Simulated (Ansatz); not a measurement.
## Pressure series in SrO

Take SrO in the rock salt structure (space group Fm-3m, No. 225; a = 5.1950 Å) as the base.

Cell and atoms are relaxed at each pressure.

Level of theory: PBE/PAW in Ansatz (an electronic-structure program), spin-orbit coupling left out.

```
P (GPa)  V (Å³/atom)
-------  -----------
-2.00         17.969
-1.00         17.740
0.29          17.467
0.70          17.384
1.50          17.229
3.00          16.958
5.00          16.628
7.50          16.260
10.00         15.930
```

A third-order Birch–Murnaghan fit to these points gives V₀ = 17.53 Å³/atom, B₀ = 85 GPa and B₀′ = 4.5. At pressure 10 GPa the volume is 90.9 % of V₀.

Measured bulk modulus of SrO: 91 GPa (room temperature; as listed in Juan A. Santana et al., The Journal of Chemical Physics (2016)); the computed value is for a static lattice, so the two differ by thermal effects too.

Between the base and pressure 10 GPa the gap moves from 3.33 eV to 3.27 eV, a mean slope of -5.4 meV/GPa.

For one case the stability test of the SCF state gave doubtful readings. Load acts through the strain it causes; cell and atoms are relaxed under it. Stability against distortions was not tested. No other phases were tried under pressure.
